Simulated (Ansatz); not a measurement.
SrScO2F (model structure, started from the SrVO2H type, P4/mmm, No. 123, 5 atoms in the cell) was calculated with PBE0 in Ansatz (PAW).

Settings: plane-wave cutoff 460 eV, 6×6×6 k mesh, Fermi–Dirac smearing 0.01 eV, scalar-relativistic PAW data made under PBE.

Cell (relaxed with PBEsol):

```
CELL_PARAMETERS angstrom
      4.09227     0.00000     0.00000
      0.00000     4.09227     0.00000
      0.00000     0.00000     4.02582
ATOMIC_POSITIONS crystal
  Sr 0.50000 0.50000 0.50000
  Sc 0.00000 0.00000 0.00000
  O  0.50000 0.00000 0.00000
  O  0.00000 0.50000 0.00000
  F  0.00000 0.00000 0.50000
```

Problem. Give the computed band gap and smallest direct gap on the k points sampled.

Solution. 
* **band gap**: 5.59 eV (on the SCF k mesh)
* **smallest direct gap on the k points sampled**: 6.08 eV

Note: the relaxation could raise the start's symmetry but not lower it, so the cell can be a saddle point; cell and atoms aren't relaxed at this level (pressure 1.6 GPa).

Spin–orbit coupling is not included.

Computed values are for the static lattice.

A model structure was made by putting elements into a prototype or built by hand; it is no filed structure, need not be a known phase, and can be a saddle point held by its symmetry.

Ansatz is a first-principles code.
